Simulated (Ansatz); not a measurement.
# The (111)A surface of zinc-blende BN, B-terminated, H on every top atom (bottom of the slab: 3 H on 4 bottom sites)

Computed with PBE (plane waves to 420 eV, PAW; Ansatz, a quantum-chemistry and plane-wave program).

Slab: 47 atoms, 11.2 Å thick at the start with caps and adatoms (thin: gaps and levels are the slab's own); k 5x5x1, smearing 0.025 eV, dipole-corrected; 8 atoms held, the rest relaxed; start symmetry kept, larger cells not searched; spin-polarised, no spin-orbit, no U. The slab shows no gap over 0.04 eV on its mesh. The starting moment vanished. It is one candidate, not shown to be the stable structure of the face.

```yaml
work_function_of_the_top_face: 8.15 eV
energy_released_by_relaxation: 0.53 eV
cost: about 14 core-minutes (a rough figure)
```
